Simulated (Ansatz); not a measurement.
The starting structures come from a database of crystals and need not be the phases stable at ambient conditions.

## Evanescent states of TlInSe₂ (I4/mcm, not sure to be the ambient phase, 8 atoms a cell, 27.7 Å³ an atom) along the normal of (100)

Method: PBEsol (plane waves, PAW; Ansatz, an electronic-structure program).

The gap is the functional's own, uncorrected, and κ follows it; spin-orbit coupling is left out. Mid-gap values are interpolated between the computed energies.

Energies count from the valence-band top; κ is the least over a 6×4 mesh across the current.

```
E (eV)  κ (1/Å)  where
------  -------  -----
0.03      0.044      Γ
0.07      0.075      Γ
0.12      0.096      Γ
0.17      0.112      Γ
0.23      0.126      Γ
0.28      0.117      Γ
0.33      0.101      Γ
0.38      0.082      Γ
0.42      0.052      Γ
```

### Question
How thick must the barrier be to attenuate the transmission by 10^6 when the electrodes' Fermi level lies at 0.07 eV, and what attenuation does that film give at 0.28 eV?

### Answer
d = 6 ln 10 / (2 × 0.075) = 92.1 Å. At 0.28 eV it gives 6 × 0.117/0.075 = 9.4 decades.
